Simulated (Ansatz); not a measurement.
**GaN: response to strain**

Take GaN in the zinc blende structure (space group F-43m, No. 216; a = 4.498 Å) as the base. Axes: x, y, z lie along the cube axes.

Strains are applied to the cell and any free atomic positions relax; under biaxial strain the out-of-plane vector relaxes too.

Level of theory: DFT with PBEsol, PAW potentials and a 420 eV plane-wave cutoff in Ansatz (a quantum-chemistry and plane-wave program), no SOC.

Notes on the quantities. energy relative to the base: free energy F.

```csv
change,band gap,out-of-plane strain,energy relative to the base
base,1.70 eV,–,0 meV/atom
"biaxial strain −2.08 %, plane normal [111], relaxed out of plane",1.80 eV,+0.96 %,+14 meV/atom
"biaxial strain −1.67 %, plane normal [111], relaxed out of plane",1.79 eV,+0.77 %,+9.0 meV/atom
"biaxial strain −1.25 %, plane normal [111], relaxed out of plane",…,…,…
"biaxial strain +0.42 %, plane normal [111], relaxed out of plane",1.63 eV,-0.18 %,+0.6 meV/atom
"biaxial strain +0.83 %, plane normal [111], relaxed out of plane",1.57 eV,-0.37 %,+2.1 meV/atom
"biaxial strain +1.25 %, plane normal [111], relaxed out of plane",1.50 eV,-0.55 %,+4.7 meV/atom
"biaxial strain +1.67 %, plane normal [111], relaxed out of plane",1.43 eV,-0.73 %,+8.4 meV/atom
"biaxial strain +2.08 %, plane normal [111], relaxed out of plane",1.36 eV,-0.89 %,+13 meV/atom
"biaxial strain +2.50 %, plane normal [111], relaxed out of plane",1.29 eV,-1.07 %,+18 meV/atom
```

Problem. Complete the table.

Solution. 
- biaxial strain −1.25 %, plane normal [111], relaxed out of plane, band gap: 1.77 eV
- biaxial strain −1.25 %, plane normal [111], relaxed out of plane, out-of-plane strain: +0.57 %
- biaxial strain −1.25 %, plane normal [111], relaxed out of plane, energy relative to the base: +5.0 meV/atom

Whether these cells are dynamically stable was not tested. This is not the structure that GaN has at room temperature and ambient pressure.
